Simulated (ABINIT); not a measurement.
## Short convergence ladders for NiAl (P4mm, 2 atoms in the cell)

```
NiAl
1.0
    2.88133     0.00000     0.00000
    0.00000     2.88133     0.00000
    0.00000     0.00000     2.88133
Al Ni
1 1
Direct
  0.50000   0.50000   0.51735
  0.00000   0.00000   0.00000
```

Base method: LDA (PW92), PAW (JTH v2.0 LDA PAW) (plane waves; ABINIT).

Base settings: pseudos = [Al.LDA_PW-JTH.xml, Ni.LDA_PW-JTH.xml]; ecut = 60 Ry; pawecutdg = 120 Ry; pawxcdev = 0; ixc = 7; occopt = 3; tsmear = 0.1 eV; ngkpt = 5 5 5; nshiftk = 1; shiftk = 0 0 0.

The count of work is k-points × plane waves × bands × iterations; it is no time. Core times come from one kind of shared machine, to one figure; runs under 30 s give none.

**Shifted k-point meshes**

In this ladder: shiftk = 0.5 0.5 0.5.

Only quantities that move along the ladder and can be compared are tabulated.

```csv
ngkpt,free energy less the last step's (meV/atom),pressure (GPa),largest difference of a force vector from the last step's (eV/Å),count of work / last
2 2 2,855.14,-12.57,0.024,0.0078
4 4 4,42.80,-13.18,0.009,0.051
6 6 6,-2.63,-14.33,0.002,0.15
8 8 8,-0.54,-14.45,0.001,0.34
12 12 12,0.00,-14.40,0.000,1.0
```

Coarsest ngkpt that holds the free energy within 5 meV/atom of the last step, with all finer ones: 6 6 6, at 0.15 of the last step's count of work; the step before is off by 43 meV/atom.

Coarsest ngkpt that holds the forces within 0.02 eV/Å of the last step, with all finer ones: 4 4 4, at 0.051 of the last step's count of work; the step before is off by 0.024 eV/Å.

Coarsest ngkpt that holds the pressure within 1 GPa of the last step, with all finer ones: 6 6 6, at 0.15 of the last step's count of work; the step before is off by 1.2 GPa.

**The k-point mesh at a smearing width of 0.05 eV**

In this ladder: tsmear = 0.05 eV.

The second cell is the first with its lattice scaled by 0.98.

Only quantities that move along the ladder and can be compared are tabulated.

```csv
ngkpt,free energy less the last step's (meV/atom),energy of the compressed cell less the first (meV/atom),pressure (GPa),largest difference of a force vector from the last step's (eV/Å),count of work / last,core time / last (rough)
4 4 4,-19.12,-19.71,-15.40,0.008,0.061,0.1
6 6 6,12.66,-12.47,-14.20,0.002,0.13,0.1
9 9 9,1.96,-14.14,-14.58,0.001,0.23,0.4
10 10 10,-2.49,-13.93,-14.58,0.000,0.44,0.5
15 15 15,0.00,-13.30,-14.44,0.000,1.0,1
```

Coarsest ngkpt that holds the pressure within 0.5 GPa of the last step, with all finer ones: 6 6 6, at 0.13 of the last step's count of work and about 0.1 of the last step's time; the step before is off by 0.96 GPa.

Coarsest ngkpt that holds the forces within 0.005 eV/Å of the last step, with all finer ones: 6 6 6, at 0.13 of the last step's count of work and about 0.1 of the last step's time; the step before is off by 0.008 eV/Å.

Coarsest ngkpt that holds the energy of the compressed cell less the first within 2 meV/atom of the last step, with all finer ones: 6 6 6, at 0.13 of the last step's count of work and about 0.1 of the last step's time; the step before is off by 6.4 meV/atom.

**The SCF threshold**

In this ladder: tolvrs = default.

The mesh stays at the base's, so the ladder's end is converged at best in this setting alone.

Only quantities that move along the ladder and can be compared are tabulated.

| toldfe | pressure (GPa) | largest difference of a force vector from the last step's (eV/Å) | count of work / last |
|---|---|---|---|
| 0.0037 Ha | -15.37 | 0.022 | 0.26 |
| 3.7e-05 Ha | -14.62 | 0.002 | 0.33 |
| 3.7e-07 Ha | -13.79 | 0.000 | 0.41 |
| 3.7e-09 Ha | -13.80 | 0.000 | 0.44 |
| 3.7e-12 Ha | -13.80 | 0.000 | 0.52 |
| 3.7e-14 Ha | -13.80 | 0.000 | 1.0 |

Coarsest toldfe that holds the forces within 0.02 eV/Å of the last step, with all finer ones: 3.7e-05 Ha, at 0.33 of the last step's count of work; the step before is off by 0.022 eV/Å.

Coarsest toldfe that holds the pressure within 0.1 GPa of the last step, with all finer ones: 3.7e-07 Ha, at 0.41 of the last step's count of work; the step before is off by 0.82 GPa.

On the base run: the starting cell has typed, rounded lattice constants, without a prior relaxation at this level. Its lattice was rescaled by up to half a per cent. One atom was moved a little off its site on purpose. Spin polarisation is off. In the base run, with a pressure of about -14 GPa the cell is away from its equilibrium volume at this level. Without a gap this mesh is coarse (it stands for a supercell whose shortest vector is 14 Å).
